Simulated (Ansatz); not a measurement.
A set of cells, compared by their density of states at the Fermi level.

Cell A: TiAl3 (Cu3Au type, Pm-3m), 4 atoms in the cell; this is a cell from a database of computed structures that this text hasn't matched to a measured one; spin state with r2SCAN: run without spin, k-point mesh 12×12×12 on the run's own vectors.
```xyz
4
Lattice="3.9571 0.0000 0.0000 0.0000 3.9571 0.0000 0.0000 0.0000 3.9571" Properties=species:S:1:pos:R:3 pbc="T T T"
Ti     0.0000     0.0000     0.0000
Al     1.9786     1.9786     0.0000
Al     0.0000     1.9786     1.9786
Al     1.9786     0.0000     1.9786
```

Cell B: TiAl3 (I4/mmm), 4 atoms in the cell; spin state with r2SCAN: run without spin, k-point mesh 14×14×14 on the run's own vectors.
```
Al3Ti
1.0
    3.82633     0.00000     0.00000
    0.00000     3.82633     0.00000
   -1.91316    -1.91316     4.27722
Ti Al
1 3
Cartesian
  0.00000   0.00000   0.00000
  1.91316   1.91316   0.00000
  1.91316   0.00000   2.13861
  0.00000   1.91316   2.13861
```

All numbers come from Ansatz (a program for electronic structure), plane waves with PAW, its default PAW set, cutoff 500 eV. The structures are at rest with r2SCAN. Neutral cells; Fermi-Dirac smearing of at most 0.10 eV in the solids, energies taken to zero width. A dispersion term ran beside these levels; it doesn't touch the electrons. Both spins, broadened by a Gaussian of 0.2 eV on the run's mesh.

Give the density of states at the Fermi level (states/eV per atom) at the level r2SCAN, cell by cell.


| system | r2SCAN |
|---|---|
| A | 0.53 |
| B | 0.41 |

With r2SCAN the value of A exceeds that of B by 0.12 states/eV per atom.
